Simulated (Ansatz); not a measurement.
# ZrCu5, pressure series

Take ZrCu₅ (space group F-43m, No. 216) as the base.

```yaml
crystal:
  lattice:
    - [0.00000, 3.39430, 3.39430]
    - [3.39430, 0.00000, 3.39430]
    - [3.39430, 3.39430, 0.00000]
  atoms:
    - { symbol: Zr, position: [0.00000, 0.00000, 0.00000] }
    - { symbol: Cu, position: [0.25000, 0.25000, 0.25000] }
    - { symbol: Cu, position: [0.62422, 0.62422, 0.62422] }
    - { symbol: Cu, position: [0.62422, 0.62422, 0.12735] }
    - { symbol: Cu, position: [0.62422, 0.12735, 0.62422] }
    - { symbol: Cu, position: [0.12735, 0.62422, 0.62422] }
```

Cell and atoms are relaxed at each pressure.

Calculations: PBEsol (Ansatz, a quantum-chemistry and plane-wave program; PAW; 420 eV plane waves; spin-orbit coupling left out).

Notes on the quantities. enthalpy: H = E + PV relative to the base's energy.

```tsv
change	enthalpy	density
base	–	8.68 g/cm³
pressure 0.3 GPa	+0.02 eV/atom	8.70 g/cm³
pressure 0.7 GPa	+0.06 eV/atom	8.72 g/cm³
pressure 1.5 GPa	+0.12 eV/atom	8.76 g/cm³
pressure 3 GPa	+0.24 eV/atom	8.84 g/cm³
pressure 5 GPa	+0.40 eV/atom	8.94 g/cm³
pressure 7.5 GPa	+0.60 eV/atom	9.06 g/cm³
pressure 10 GPa	+0.79 eV/atom	9.17 g/cm³
```

Load acts through the strain it causes; cell and atoms are relaxed under it. Whether these cells are dynamically stable was not tested. No other phases were tried under pressure. The final runs are not spin-polarised.
